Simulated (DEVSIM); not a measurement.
illuminated InP p-on-n cell, one wavelength

System: illuminated InP p-on-n cell, one wavelength, at 300 K.

```csv
layer (left to right),material,thickness (μm),Nd (cm⁻³),Na (cm⁻³),τn (s),τp (s),absorption coefficient (cm⁻¹)
1,InP,0.230,-,6.2e17,5e-10,4.1e-11,99000
2,InP,1.10,1.4e16,-,8.8e-10,8.8e-10,99000
```

Left contact: ohmic, minority electron recombination velocity 2e5 cm/s. Right contact: ohmic, minority hole recombination velocity 1000 cm/s. Voltage is applied to the left contact. Recombination: SRH at mid-gap, radiative, Auger. Light enters at the left, 8.1e15 photons cm⁻² s⁻¹, one pass, no reflection. Mobility is μmin + (μ − μmin)/(1 + (N/Nref)^α).

Constants are typed, rounded textbook-type inputs, not results; the design itself was drawn at random and stands for no fabricated device. Values at 300 K.

```tsv
parameter	InP
gap (eV)	1.344
affinity (eV)	4.38
permittivity	12.5
Nc (cm⁻³)	5.7e17
Nv (cm⁻³)	1.1e19
μn (cm²/Vs)	5200
μp (cm²/Vs)	170
μn,min	400
μp,min	10
Nref,n	3e17
Nref,p	4.9e17
αn	0.47
αp	0.62
B (cm³/s)	1.2e-10
Cn (cm⁶/s)	9e-31
Cp (cm⁶/s)	9e-31
```

DEVSIM, 1D drift-diffusion, Boltzmann statistics, complete ionisation; no tunnelling, impact ionisation, image-force lowering or self-heating.

* **Potential step across the device at zero bias**: 1.174 V
* **Largest field in the device at zero bias**: 71000 V/cm
* **Dark forward voltage at 1 A/cm²**: 0.930 V
* **Dark forward voltage at 100 A/cm²**: 1.078 V
* **Short-circuit current**: 1.23 mA/cm²
* **Open-circuit voltage**: 0.659 V
* **Fill factor**: 0.75
* **Largest power**: 0.607 mW/cm²
* **Share of generated pairs collected at short circuit**: 0.949

Current under light (generator sign):

```tsv
V (V)	J (mA/cm²)
0.00	1.23
0.10	1.23
0.20	1.23
0.30	1.23
0.40	1.22
0.50	1.18
0.52	1.16
0.54	1.12
0.56	1.07
0.58	0.990
0.60	0.867
0.62	0.680
0.64	0.396
0.66	-0.0387
```

Dark reverse current:

```tsv
V (V)	J (A/cm²)
-0.04	-1.6e-9
-0.10	-3.3e-9
-0.20	-5.6e-9
-0.30	-7.7e-9
-0.40	-9.6e-9
-0.60	-1.3e-8
-0.80	-1.7e-8
-1.00	-2.0e-8
-1.30	-2.4e-8
-1.60	-2.8e-8
-2.00	-3.3e-8
```
